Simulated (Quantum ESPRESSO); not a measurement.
# A worked fit of the energy against the cutoff, with one run withheld: Ca (Fm-3m, 1 atom in the cell)

```xyz
1
Lattice="-2.7984 0.0000 2.7984 0.0000 2.7984 2.7984 -2.7984 2.7984 0.0000" Properties=species:S:1:pos:R:3 pbc="T T T"
Ca     0.0000     0.0000     0.0000
```

Method: PBEsol, PseudoDojo standard norm-conserving (PBESOL) pseudopotentials (plane waves; Quantum ESPRESSO).

Base settings: ecutwfc = 70 Ry; occupations = smearing; smearing = gaussian; degauss = 0.0073499 Ry; potentials = {Ca: Ca.upf}; K_POINTS = automatic 7 7 7 0 0 0; conv_thr = 1e-10 Ry.

The last step of the ladder, which sets the zero, is ecutwfc = 168 Ry.

The starting cell has typed, rounded lattice constants, without a prior relaxation at this level. Its lattice was rescaled by up to half a per cent.

An empirical form for the window shown: the miss falls exponentially with the largest wave vector, which goes as √cutoff: ln(ΔF) = a + b·√cutoff.

| ecutwfc | √cutoff (√Ry) | F less the last step's (meV/atom) | ln of it |
|---|---|---|---|
| 32 Ry | 5.657 | 1074.83 | 6.980 |
| 35 Ry | 5.916 | ? | ? |
| 38 Ry | 6.164 | 398.59 | 5.988 |
| 42 Ry | 6.481 | 197.87 | 5.288 |
| 49 Ry | 7.000 | 50.66 | 3.925 |

Question: Fit the line to the 4 rows given and predict the withheld one.

Answer: Means: x̄ = 6.3255, ȳ = 5.5453. Σ(x − x̄)(y − ȳ) = -2.163 and Σ(x − x̄)² = 0.9521, so b = -2.272 and a = ȳ − b·x̄ = 19.917; ΔF halves for each 0.31 in √cutoff. The largest residual of the fitted rows is 0.096. At x = 5.916 the line gives 6.476, that is 649 meV/atom. The run gave 652.54 meV/atom, a miss of 3.54 meV/atom (1 %). The table is a window of a longer ladder. The rows were chosen because the form fits them, the withheld one included, so this shows the method and is no test of the form.

Left out of this page: 10 runs of the series outside the window shown, repeating another row's setting, or not comparable.
